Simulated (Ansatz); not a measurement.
The starting structures come from a database of crystals and need not be the phases stable at ambient conditions.

By PBEsol, the system below comes out a metal.

```
BiTe
1.0
    4.60088     0.00000     0.00000
    0.00000     4.60088     0.00000
    2.30044    -2.30044     3.25332
Bi Te
1 1
Direct
  0.00000   0.00000   0.00000
  0.50000   0.50000   0.00000
```

Space group of this cell: Fm-3m, rock salt. The cell is taken as given; by PBEsol its mean pressure is -2.5 GPa.

The current flows along the normal of the first two printed cell vectors, the (001) plane of the conventional cell. No spin-orbit coupling; the value is a mean over 0.1 eV about the Fermi level.

**Question.** Estimate the ballistic conductance per area that Ansatz (an electronic-structure program) with PBEsol returns for this system.

**Answer.** 0.93 × 10¹⁵ S/m² for both spins.
